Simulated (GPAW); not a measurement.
A self-consistent single point of YAl2Ge2 (P1, 5 atoms in the cell) with GPAW.

Level of theory: LDA (Perdew-Wang 92), GPAW PAW datasets LDA (gpaw-data 1.0.1) (plane waves; GPAW).

```
CELL_PARAMETERS angstrom
      4.29086     0.00000     0.00000
     -2.14543     3.71599     0.00000
      0.00000     0.00000     6.62146
ATOMIC_POSITIONS crystal
  Y  0.00183 0.00523 0.00413
  Al 0.66517 0.33310 0.34699
  Al 0.33122 0.66646 0.64768
  Ge 0.66820 0.33701 0.74238
  Ge 0.33358 0.65820 0.25881
```

Reference input (self-consistent single point, DFT PBEsol, plane waves, GPAW PAW datasets PBEsol (made by gpaw-setup)): mode = pw; ecut = 600 eV; xc = PBEsol; kpts = 5 5 3; mesh shift (steps) = 0 0 0; occupations.name = fermi-dirac; occupations.width = 0.1 eV; nbands = -11; convergence.density = 1e-05 e/electron; symmetry.symmorphic = false; symmetry.tolerance = 0.0005; maxiter = 150. This run's input differs from it in these lines:

```diff
@@ -16,3 +16,3 @@
 calc = GPAW(mode=PW(600),
-            xc='PBEsol',
+            xc='LDA',
             kpts=(5, 5, 3),
```

Its files differ too (potentials: GPAW PAW datasets LDA (gpaw-data 1.0.1)).

Output (repeated stretches shortened):

```
     iter     time        total  log10-change:
                         energy   eigst   dens
iter:   1 --:--:--   -26.683234
iter:   2 --:--:--   -26.622748   -1.78  -1.00
iter:   3 --:--:--   -26.397931   -1.40  -1.03
iter:   4 --:--:--   -26.362349   -2.82  -1.38
iter:   5 --:--:--   -26.359370   -2.77  -1.49
iter:   6 --:--:--   -26.343354   -3.15  -1.71
iter:   7 --:--:--   -26.334898   -3.42  -2.13
iter:   8 --:--:--   -26.334918c  -4.94  -2.68
iter:   9 --:--:--   -26.334991c  -5.11  -2.69
iter:  10 --:--:--   -26.334827c  -5.24  -2.80
iter:  11 --:--:--   -26.334674c  -4.92  -2.96
iter:  12 --:--:--   -26.334683c  -6.50  -3.49
iter:  13 --:--:--   -26.334687c  -6.98  -3.68
iter:  14 --:--:--   -26.334688c  -7.54c -3.81
iter:  15 --:--:--   -26.334691c  -8.03c -3.88
iter:  16 --:--:--   -26.334688c  -8.15c -3.93
iter:  17 --:--:--   -26.334680c  -7.75c -4.07
iter:  18 --:--:--   -26.334680c  -8.85c -4.21
   [... 4 lines left out ...]
iter:  23 --:--:--   -26.334679c  -9.65c -4.68
iter:  24 --:--:--   -26.334678c  -9.30c -4.77
iter:  25 --:--:--   -26.334678c  -9.67c -4.83
iter:  26 --:--:--   -26.334679c  -9.37c -4.85
iter:  27 --:--:--   -26.334679c -11.06c -5.05c
Converged after 27 iterations.

Dipole moment: (0.076119, -0.481062, -1.129741) |e|*Ang

Energy contributions relative to reference atoms: (reference = -219180.364466)

Kinetic:        +34.547717
Potential:      -28.311658
External:        +0.000000
XC:             -32.380186
Entropy (-ST):   -0.037351
Local:           -0.171878
SIC:             +0.000000
--------------------------
Free energy:    -26.353355
Extrapolated:   -26.334679

Showing only first 2 kpts
 Kpt  Band  Eigenvalues  Occupancy
  0    10      6.51051    1.98716
  0    11      6.56605    1.97772
  0    12      7.50097    0.01534
  0    13      7.55618    0.00886

  1    10      5.64094    2.00000
  1    11      5.70967    2.00000
  1    12      6.16408    1.99960
  1    13      7.29255    0.11696

Fermi level: 7.01467

No gap
   [... lines left out ...]
Energy (eV): -26.334679

Forces in eV/Ang:
  0 Y     0.03509   -0.11441   -0.20481
  1 Al    0.14589   -0.15553    0.26613
  2 Al    0.03878    0.08287   -0.00777
  3 Ge   -0.02319   -0.10402   -0.07293
  4 Ge   -0.19651    0.29095    0.01939

Stress tensor:
     0.022902     0.000708    -0.000332
     0.000708     0.025788     0.000467
    -0.000332     0.000467     0.031801
Stress (GPa, Voigt): [ 3.6692  4.1317  5.095   0.0749 -0.0532  0.1135]
```

The run converged in 27 iterations. GPAW prints stress with tension positive. Against the reference run the pressure goes from -2.26 to -4.30 GPa and the largest force goes from 0.371 to 0.352 eV/Å.

The starting cell comes from a database of computed structures (which also holds hypothetical and non-ambient phases and stackings), without a prior relaxation at this level. Its atoms were displaced at random from the sites of space group no. 164. With a pressure of about -4 GPa the cell is away from its equilibrium volume at this level.

Cost on one core of a shared machine: roughly 2 min.
